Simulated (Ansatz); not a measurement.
**Hypothetical diamond Mn, pressure series**

The reference is Mn in the diamond structure (space group Fd-3m, No. 227; a = 4.952 Å; non-magnetic; a hypothetical phase, not in the database extracts checked).

Cell and atoms are relaxed at each pressure.

Calculations: PBE, PAW, 420 eV (Ansatz, a first-principles code; no spin-orbit coupling).

```
P (GPa)  V (Å³/atom)
-------  -----------
-2.00         15.391
-1.00         15.281
0.30          15.145
0.70          15.104
1.50          15.023
3.01          14.878
5.01          14.695
7.51          14.482
10.01         14.284
```

Q: Fit a third-order Birch–Murnaghan equation of state.

A: Least squares on P(V) = (3B₀/2)[(V₀/V)^(7/3) − (V₀/V)^(5/3)]·[1 + (3/4)(B₀′ − 4)((V₀/V)^(2/3) − 1)] gives V₀ = 15.18 Å³/atom, B₀ = 146 GPa and B₀′ = 4.2.

Load acts through the strain it causes; cell and atoms are relaxed under it. Whether these cells are dynamically stable was not tested. No other phases were tried under pressure. Starting moments died away, wholly or in part, for the base; another magnetic solution may exist. All final runs are without spin polarisation.
